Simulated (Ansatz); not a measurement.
GaN (model structure, P6₂22, No. 180, 6 atoms in the cell), treated with PBE0 (Ansatz, a first-principles code, plane waves, PAW).

Run with plane-wave cutoff 460 eV, 9×9×4 k mesh (along the axes of the cell as run), Fermi–Dirac smearing 0.01 eV, scalar-relativistic PAW data made under PBE.

Cell (relaxed with PBEsol):

```
CELL_PARAMETERS angstrom
      3.12517     0.00000     0.00000
     -1.56259     2.70648     0.00000
      0.00000     0.00000     7.35852
ATOMIC_POSITIONS crystal
  Ga 0.50008 0.00000 0.66667
  Ga 0.00000 0.50008 0.33333
  Ga 0.49992 0.49992 0.00000
  N  0.50003 0.00000 0.16667
  N  0.00000 0.50003 0.83333
  N  0.49997 0.49997 0.50000
```

Problem. What does this level give for the band gap?

Solution. 
* **band gap**: 3.34 eV (on the SCF k mesh)

Note: the relaxation could raise the start's symmetry but not lower it, so the cell can be a saddle point; cell and atoms aren't relaxed at this level (pressure -0.7 GPa).

Spin–orbit coupling is not included.

Static lattice: no zero-point or thermal effects.

It cost about 6 core-minutes (a rough figure) of CPU time.

A model structure was made by putting elements into a prototype or built by hand; it is no filed structure, need not be a known phase, and can be a saddle point held by its symmetry.
